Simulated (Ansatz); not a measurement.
Start from CdTe in the zinc blende structure (space group F-43m, No. 216; a = 6.6180 Å).

Method: plane-wave PAW DFT at the PBE level (Ansatz, a quantum-chemistry and plane-wave program, 420 eV), no spin-orbit coupling.

Base values:

The gap character comes out as direct at Γ. The band gap is 0.59 eV. The electron mass is 0.053 mₑ (at Γ).

One thing is altered: every lattice vector is shortened by 1.50 %, atoms relaxed at fixed cell.

What happens to the gap character?

The gap character is still direct at Γ.

Estimate the effect on the band gap.

The band gap grows by 0.13 eV, from 0.59 eV to 0.72 eV.

How does this affect the electron mass?

The electron mass goes from 0.053 mₑ (at Γ) to 0.061 mₑ (at Γ).

With Te present, leaving out spin-orbit coupling can change the band edges. The cells carry an imposed strain or load. Effective masses come from finite differences of ±0.01 Å⁻¹. No phonon test of stability was made.
